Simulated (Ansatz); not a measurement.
The reference is NbRu (space group P4/mmm, No. 123; a = 3.021 Å, c = 3.392 Å).

Level of theory: DFT with PBEsol, PAW potentials and a 420 eV plane-wave cutoff in Ansatz (a program for electronic structure), no SOC.

One change was made to it. Results:

```csv
quantity,base,after
density,10.41 g/cm³,10.61 g/cm³
shortest interatomic distance,2.727 Å,2.710 Å
```

Question: Which change produced these results?
A. pressure −2 GPa
B. pressure 5 GPa
C. pressure 0.7 GPa

Answer: B, pressure 5 GPa. For comparison, the density in the other runs: pressure 0.7 GPa gives 10.44 g/cm³; pressure −2 GPa gives 10.33 g/cm³.

Load acts through the strain it causes; cell and atoms are relaxed under it. Stability against distortions was not tested. No other phases were tried under pressure. The final runs are not spin-polarised. An odd electron count without spin: NbRu.
